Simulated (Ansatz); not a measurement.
SiO2 (Cmcm, No. 63, 36 atoms in the cell; start mp-560826; a measured phase of this formula has another space group) was calculated with LDA (Ansatz, a program for electronic structure, plane waves, PAW).

Run with plane-wave cutoff 520 eV, 4×4×6 k mesh (along the axes of the cell as run), Fermi–Dirac smearing 0.01 eV, scalar-relativistic PAW data made under PBE.

Cell (relaxed at this level):

Space group Cmcm (No. 63); a = 13.986 Å, b = 17.731 Å, c = 5.218 Å, α = 90.00°, β = 90.00°, γ = 90.00°

```json
[
 {"atom": "Si", "site": "8g", "symmetry": "..m", "x": "0.2044", "y": "0.4517", "z": "0.2500"},
 {"atom": "Si", "site": "8g", "symmetry": "..m", "x": "0.2938", "y": "0.2892", "z": "0.2500"},
 {"atom": "Si", "site": "4c", "symmetry": "m2m", "x": "0.0000", "y": "0.7268", "z": "0.2500"},
 {"atom": "Si", "site": "4c", "symmetry": "m2m", "x": "0.0000", "y": "0.3780", "z": "0.2500"},
 {"atom": "O", "site": "8e", "symmetry": "2..", "x": "0.2703", "y": "0.0000", "z": "0.0000"},
 {"atom": "O", "site": "8f", "symmetry": "m..", "x": "0.0000", "y": "0.6743", "z": "0.0002"},
 {"atom": "O", "site": "8g", "symmetry": "..m", "x": "0.0925", "y": "0.4313", "z": "0.2500"},
 {"atom": "O", "site": "8g", "symmetry": "..m", "x": "0.2689", "y": "0.3771", "z": "0.2500"},
 {"atom": "O", "site": "8g", "symmetry": "..m", "x": "0.4078", "y": "0.2803", "z": "0.2500"},
 {"atom": "O", "site": "8d", "symmetry": "-1", "x": "0.2500", "y": "0.2500", "z": "0.0000"}
]
```
(The calculation used a cell of 36 atoms; values per cell refer to that cell.)

Task: Give the computed band gap and smallest direct gap on the k points sampled.

Result: 
- band gap: 5.42 eV
- smallest direct gap on the k points sampled: 5.42 eV

Static lattice: no zero-point or thermal effects.

It cost roughly 9 core-minutes of CPU time.

A start named mp-… is a Materials Project structure, which need not be a measured phase.
